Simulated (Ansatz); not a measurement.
# BeSe: response to strain

Take BeSe in the zinc blende structure (space group F-43m, No. 216; a = 5.082 Å) as the base.

Strains are applied to the cell and any free atomic positions relax.

Method: LDA, PAW, 420 eV (Ansatz, an electronic-structure program; no spin-orbit coupling).

Notes on the quantities. energy relative to the base: free energy F.

```json
[
 {"isotropic strain (%)": "-3", "energy relative to the base (meV/atom)": "37.9"},
 {"isotropic strain (%)": "-2.5", "energy relative to the base (meV/atom)": "25.9"},
 {"isotropic strain (%)": "-1.5", "energy relative to the base (meV/atom)": "?"},
 {"isotropic strain (%)": "-1", "energy relative to the base (meV/atom)": "4.0"},
 {"isotropic strain (%)": "0", "energy relative to the base (meV/atom)": "0.0"},
 {"isotropic strain (%)": "0.5", "energy relative to the base (meV/atom)": "1.0"},
 {"isotropic strain (%)": "1", "energy relative to the base (meV/atom)": "3.8"},
 {"isotropic strain (%)": "1.5", "energy relative to the base (meV/atom)": "8.4"},
 {"isotropic strain (%)": "2", "energy relative to the base (meV/atom)": "14.7"}
]
```

Question: Fit ΔE = Aε² + Bε³ (ε in %) to the rows shown and predict the withheld row.

Answer: Least squares on the printed values gives A = 3.89 and B = -0.11 meV/atom (largest residual 0.1 meV/atom); this predicts 9.1 meV/atom, and the run gives 9.1 meV/atom, in agreement.

Whether these cells are dynamically stable was not tested.
